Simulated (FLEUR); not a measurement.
Input and output of a self-consistent single point for Rb (Im-3m, 1 atom in the cell) (FLEUR).

Method of the run: FLEUR with LDA (Vosko-Wilk-Nusair), all-electron FLAPW (FLEUR), scalar-relativistic valence.

```
CELL_PARAMETERS angstrom
     -2.83347     2.83347     2.83347
      2.83347    -2.83347     2.83347
      2.83347     2.83347    -2.83347
ATOMIC_POSITIONS crystal
  Rb 0.00000 0.00000 0.00000
```

Reference input (self-consistent single point, DFT, LDA (Vosko-Wilk-Nusair), all-electron FLAPW (FLEUR), scalar-relativistic valence): Kmax = 3.8 1/bohr; GmaxXC = 13.3 1/bohr; xcFunctional = vwn; jspins = 1; l_soc = F; mode = hist; fermiSmearingEnergy = 0.00367493 Htr; mesh (inpgen div1-3) = 4 4 4; inpgen gamma flag = true; Gmax = 13.3 1/bohr; numbands = 0; maxIterBroyd = 40. This run's input differs from it in these lines:

```diff
@@ -14,3 +14,3 @@
 &exco xctyp='vwn' /
-&kpt div1=4 div2=4 div3=4 gamma=t /
+&kpt div1=7 div2=7 div3=7 /
 &end /
@@ -34,3 +34,3 @@
    <cell>
-      <bzIntegration valenceElectrons="9.0" mode="hist" fermiSmearingEnergy="0.00367493">
+      <bzIntegration valenceElectrons="9.0" mode="hist" fermiSmearingEnergy="0.00036749">
          <kPointListSelection listName="default-1"/>
```

Output (repeated stretches shortened):

```
      Welcome to FLEUR        (www.flapw.de)
      MaX-Release 8.1          (www.max-centre.eu)

 ========== k-point set info ==========
 Selected k-point list: default-1
 k-point list type: mesh
 7 x 7 x 7
 Number of k points: 20

 ------------Calculation Setup---------------------------
           1           2           4           5          10          20
 Number of basis functions:          588
 Instability in determination of fermi-level,
 doubled temperature broading to continue
 Instability in determination of fermi-level,
 doubled temperature broading to continue
 Instability in determination of fermi-level,
 doubled temperature broading to continue
 Instability in determination of fermi-level,
 doubled temperature broading to continue
 Instability in determination of fermi-level,
 doubled temperature broading to continue
 Instability in determination of fermi-level,
 doubled temperature broading to continue
 Instability in determination of fermi-level,
 doubled temperature broading to continue
 Instability in determination of fermi-level,
 doubled temperature broading to continue
 Instability in determination of fermi-level,
 doubled temperature broading to continue
 Instability in determination of fermi-level,
 doubled temperature broading to continue
 Instability in determination of fermi-level,
 doubled temperature broading to continue
 Instability in determination of fermi-level,
 doubled temperature broading to continue
 Instability in determination of fermi-level,
 doubled temperature broading to continue
 Instability in determination of fermi-level,
 doubled temperature broading to continue
 Instability in determination of fermi-level,
 doubled temperature broading to continue
 Instability in determination of fermi-level,
 doubled temperature broading to continue
 Instability in determination of fermi-level,
 doubled temperature broading to continue
 Instability in determination of fermi-level,
 doubled temperature broading to continue
 Instability in determination of fermi-level,
 doubled temperature broading to continue
 Instability in determination of fermi-level,
 doubled temperature broading to continue
 Instability in determination of fermi-level,
 doubled temperature broading to continue
**************FLEUR-Error*****************
Error message: Determination of fermi-level did not converge
Error occurred in subroutine: ef_newton
Hint: change temp. broad., set gauss = T, or use finer k mesh
Error from PE:0/1
 Last known location:
```

The program stopped with an error. 

The starting cell has typed, rounded lattice constants, without a prior relaxation at this level. Its lattice was rescaled by up to half a per cent. Values depend on the basis (sphere radii, cutoffs, local orbitals), which need not be converged.
